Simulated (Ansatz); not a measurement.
An Ansatz (a first-principles code) input (r2SCAN (Ansatz; PAW; 500 eV plane waves; no SOC)):

Ansatz 0.2 input:
```yaml
crystal:
  lattice:
    - [0, 2.9246823384, 2.9246823384]
    - [2.9246823384, 0, 2.9246823384]
    - [2.9246823384, 2.9246823384, 0]
  atoms:
    - { symbol: S, position: [0, 0, 0] }
    - { symbol: Pb, position: [0.5, 0.5, 0.5] }
basis: { ecutwfc: 500, ecutrho_ratio: 4, xc_grid: 4, fft_grid_basis: typed }
kpoints: { mp_grid: { grid: [10, 10, 10] } }
hamiltonian:
  xc: r2scan
  dispersion: none
  pseudopotentials: { kind: paw }
scf: { occupations: { method: fermi_dirac, width: 0.05 }, convergence: { dr2_threshold: 0.0000000002 } }
relax: { f_tol: 0.005, max_steps: 50 }
output: { forces: true, stress: true }
checkpoint: { write: state.ck, write_every: 1000 }
```

Question: Which symmetry and how many k-points will the program report, and about how many plane waves at Γ?

Answer: Space group Fm-3m (ITA 225) with 48 operations, k-points 47 of 1000, and 1243 plane waves at Γ.

Question: And the final pressure?

Answer: 4.21 GPa (compression positive).

The cells carry an imposed strain or load. Whether these cells are dynamically stable was not tested. The cell was made from PbS in the rock salt structure (space group Fm-3m, No. 225) by this change: isotropic strain −2.09 %.
